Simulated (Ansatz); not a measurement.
Start from CuAu (space group P4/mmm, No. 123; relaxed with 0.1 eV smearing).

```
CELL_PARAMETERS angstrom
      2.86941     0.00000     0.00000
      0.00000     2.86941     0.00000
      0.00000     0.00000     3.64523
ATOMIC_POSITIONS crystal
  Cu 0.00000 0.00000 0.00000
  Au 0.50000 0.50000 0.50000
```

Cartesian axes are those of the cell as printed.

Computed with Ansatz (a quantum-chemistry and plane-wave program) PBE, no spin-orbit coupling.

Base values:

```
Property           Result
---------------  --------
Pressure          0.0 GPa
Volume per atom  15.01 Å³
```

Perturbation: biaxial strain +1.50 %, plane normal [001], relaxed out of plane (Cartesian); in-plane vectors clamped, the third vector and the atoms free.

**Question.** Estimate the effect on the pressure.

**Answer.** The pressure (mean of the normal stresses, compression positive) goes from zero to -0.3 GPa.

**Question.** Predict the new volume per atom.

**Answer.** The volume per atom rises by 0.03 Å³, from 15.01 Å³ to 15.04 Å³.

No phonon test of stability was made. The final runs are not spin-polarised.
